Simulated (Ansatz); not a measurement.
Results of PBE0 (PAW; Ansatz, a first-principles code) for GaBiO3 (Pm-3m, No. 221, 5 atoms in the cell; start mp-22979; idealised structure).

Numerical settings: plane-wave cutoff 460 eV, 6×6×6 k mesh, Fermi–Dirac smearing 0.01 eV, scalar-relativistic PAW data made under PBE.

Cell (relaxed with PBEsol):

```yaml
crystal:
  lattice:
    - [3.85018, 0.00000, 0.00000]
    - [0.00000, 3.85018, 0.00000]
    - [0.00000, 0.00000, 3.85018]
  atoms:
    - { symbol: Ga, position: [0.50000, 0.50000, 0.50000] }
    - { symbol: Bi, position: [0.00000, 0.00000, 0.00000] }
    - { symbol: O, position: [0.50000, 0.00000, 0.50000] }
    - { symbol: O, position: [0.00000, 0.50000, 0.50000] }
    - { symbol: O, position: [0.50000, 0.50000, 0.00000] }
```

Q: Give the computed band gap, smallest direct gap on the k points sampled and direct gap at Γ.

A: 
band gap: 3.21 eV (on the SCF k mesh)
smallest direct gap on the k points sampled: 3.58 eV
direct gap at Γ: 8.08 eV

Note: cell and atoms aren't relaxed at this level (pressure -0.9 GPa).

Spin–orbit coupling is not included; with these elements it can move the gap by several tenths of an eV or more.

The computed numbers hold no vibrational or temperature effects.

Computing time: roughly 2.4 core-minutes.

A start named mp-… is a Materials Project structure, which need not be a measured phase.
